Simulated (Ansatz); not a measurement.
**Defect calculation: O interstitial in fcc Rh**

These are PBE, PAW (plane waves to 420 eV; Ansatz, a first-principles code) values and carry that method's errors. Details: 32-site cell; 6×6×6 shifted k-points; start: void with 6Rh nearest; energies good to tenths of an eV; the relaxation kept the symmetry of the starting site; relaxed from one start, so a lower configuration may exist.

Neighbours after relaxation, in Å: of the O atom: Rh 2.06, Rh 2.06, Rh 2.06, Rh 2.06, Rh 2.06, Rh 2.06.

Formation energies E_f are those of the neutral cell. Chemical conditions: host crystal and elements as references (Δμ(O) = 0.00 eV; O taken from its element, since no compound that bounds it was computed at this level; only phases computed here count, gases as isolated molecules at 0 K). Reference phases: O: O2 molecule in a box.

The name describes the start; the neighbours show where the added atom ended.

| charge | moment (μB) | point group | largest move off a lattice site (Å) | E_f, host crystal and elements as references (eV) |
|---|---|---|---|---|
| 0 | not spin-polarised | Oh | 0.14 | 2.20 |

Point groups are those of the whole cell at tolerances of 0.03 and 0.1 Å ("near" where only the looser one holds); none is given for unsettled states.
